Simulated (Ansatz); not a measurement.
We consider InS (Pnnm, No. 58, 8 atoms in the cell; start mp-630528), described by LDA (Ansatz, a quantum-chemistry and plane-wave program, PAW).

Settings: plane-wave cutoff 520 eV, 12×4×8 k mesh (along the axes of the cell as run), Fermi–Dirac smearing 0.01 eV, scalar-relativistic PAW data made under PBE.

Cell (relaxed at this level):

InS is taken in the orthorhombic space group Pnnm (No. 58), Pearson symbol oP8. Conventional cell: a = 4.2683 Å, b = 10.6038 Å, c = 3.9180 Å, α = 90.00°, β = 90.00°, γ = 90.00°. In on 4g is surrounded by 3 S at 2.497–2.561 Å (trigonal pyramidal). S on 4g is surrounded by 3 In at 2.497–2.561 Å (trigonal pyramidal). (Neighbours: up to the widest gap in distance over summed covalent radii, below 1.35, at either atom; cation-cation and far metal-metal contacts left out.)

Give the computed band gap, Γ–Γ gap and bulk modulus.


* **band gap**: 0.66 eV (on the SCF k mesh)
* **Γ–Γ gap**: 1.97 eV
* **bulk modulus**: 30.0 GPa

Note: the relaxation could not lower the start's symmetry, so the cell can be a saddle point above a distorted one; the bulk modulus is −V dP/dV from two relaxed cells at ±2 % in volume.

Spin–orbit coupling is not included.

Static lattice: no zero-point or thermal effects.

It cost very roughly 15 core-minutes of CPU time.

A start named mp-… is a Materials Project structure, which need not be a measured phase.
